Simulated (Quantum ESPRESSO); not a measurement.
Worked example: self-consistent single point of LaAl2Cu3 (Cmmm, 6 atoms in the cell) in Quantum ESPRESSO.

Method: PBEsol, GBRV 1.5 ultrasoft (PBESOL) pseudopotentials (plane waves; Quantum ESPRESSO).

The change in words: lattice scaled by 0.98. Reference geometry:
```
LaAl2Cu3
1.0
    2.68800     4.51426     0.00000
   -2.68800     4.51426     0.00000
    0.00000     0.00000     4.17089
La Al Cu
1 2 3
Cartesian
  0.00000   0.00000   0.00000
 -1.34400  -2.25713  -2.08545
 -1.34400   2.25713  -2.08545
 -2.68800  -1.45440   0.00000
 -2.68800   1.45440   0.00000
 -2.68800   0.00000  -2.08545
```

Reference input (self-consistent single point, DFT, PBEsol, plane waves, GBRV 1.5 ultrasoft (PBESOL) pseudopotentials): ecutwfc = 50 Ry; ecutrho = 400 Ry; occupations = smearing; smearing = fd; degauss = 0.0073499 Ry; potentials = {La: la_pbesol_v1.uspp.F.UPF, Al: al_pbesol_v1.uspp.F.UPF, Cu: cu_pbesol_v1.2.uspp.F.UPF}; K_POINTS = automatic 5 5 6 0 0 0; conv_thr = 1e-10 Ry; mixing_beta = 0.7. This run's input differs from it in these lines:

```diff
@@ -10,5 +10,5 @@
  ibrav = 9,
- celldm(1) = 10.1591865432,
- celldm(2) = 1.679407590388,
- celldm(3) = 0.775834494355,
+ celldm(1) = 9.9560031903,
+ celldm(2) = 1.679407572189,
+ celldm(3) = 0.775834442127,
  nat = 6,
@@ -31,7 +31,7 @@
 La    0.0000000000    0.0000000000    0.0000000000
-Al   -1.3440025000   -2.2571280000   -2.0854470000
-Al   -1.3440025000    2.2571280000   -2.0854470000
-Cu   -2.6880050000   -1.4544029981    0.0000000000
-Cu   -2.6880050000    1.4544029981    0.0000000000
-Cu   -2.6880050000    0.0000000000   -2.0854470000
+Al   -1.3171225000   -2.2119855000   -2.0437380000
+Al   -1.3171225000    2.2119855000   -2.0437380000
+Cu   -2.6342450000   -1.4253149768    0.0000000000
+Cu   -2.6342450000    1.4253149768    0.0000000000
+Cu   -2.6342450000    0.0000000000   -2.0437380000
 K_POINTS {automatic}
```

The program printed (abridged):

```
     Self-consistent Calculation

     iteration #  1     ecut=    50.00 Ry     beta= 0.70

     negative rho (up, down):  1.645E-02 0.000E+00

     total energy              =   -1308.50220250 Ry
     estimated scf accuracy    <      23.06434998 Ry

     iteration #  2     ecut=    50.00 Ry     beta= 0.70

     negative rho (up, down):  2.584E-02 0.000E+00

     total energy              =   -1322.86602382 Ry
     estimated scf accuracy    <      71.22361425 Ry

     iteration #  3     ecut=    50.00 Ry     beta= 0.70

     negative rho (up, down):  3.547E-02 0.000E+00

     total energy              =   -1326.25538708 Ry
     estimated scf accuracy    <      10.94617264 Ry

   [... 17 blocks of this kind left out ...]

     iteration # 21     ecut=    50.00 Ry     beta= 0.70

     negative rho (up, down):  5.697E-02 0.000E+00

     total energy              =   -1326.22067954 Ry
     estimated scf accuracy    <          1.8E-10 Ry

     iteration # 22     ecut=    50.00 Ry     beta= 0.70

     negative rho (up, down):  5.697E-02 0.000E+00
     End of self-consistent calculation

     the Fermi energy is    12.9664 ev

!    total energy              =   -1326.22067954 Ry
     estimated scf accuracy    <          8.7E-12 Ry
     smearing contrib. (-TS)   =      -0.00621145 Ry
     internal energy E=F+TS    =   -1326.21446809 Ry

     convergence has been achieved in  22 iterations

     negative rho (up, down):  5.697E-02 0.000E+00

     Forces acting on atoms (cartesian axes, Ry/au):

     atom    1 type  1   force =     0.00000000    0.00000000    0.00000000
     atom    2 type  2   force =     0.00000000    0.00000000    0.00000000
     atom    3 type  2   force =     0.00000000    0.00000000    0.00000000
     atom    4 type  3   force =     0.00000000   -0.00094010    0.00000000
     atom    5 type  3   force =     0.00000000    0.00094010    0.00000000
   [... lines left out ...]
     Total force =     0.001329     Total SCF correction =     0.000001
   [... lines left out ...]

     negative rho (up, down):  5.697E-02 0.000E+00
          total   stress  (Ry/bohr**3)                   (kbar)     P=       38.37
   0.00027116  -0.00000000   0.00000000           39.89       -0.00        0.00
  -0.00000000   0.00019057   0.00000000           -0.00       28.03        0.00
   0.00000000   0.00000000   0.00032084            0.00        0.00       47.20

   JOB DONE.
```

The run converged in 22 iterations. Against the reference run the free energy goes up by 5.5 meV/atom, the pressure goes from -2.70 to 3.84 GPa and the largest force goes from 0.006 to 0.024 eV/Å.

The starting cell comes from a database of computed structures (which also holds hypothetical and non-ambient phases and stackings), without a prior relaxation at this level. Its lattice was rescaled by a random factor within 2.5 % of one. For this run, on top of that: lattice scaled by 0.98. Spin polarisation is off. With a pressure of about 4 GPa the cell is away from its equilibrium volume at this level.

Cost on one core of a shared machine: roughly 6 min.
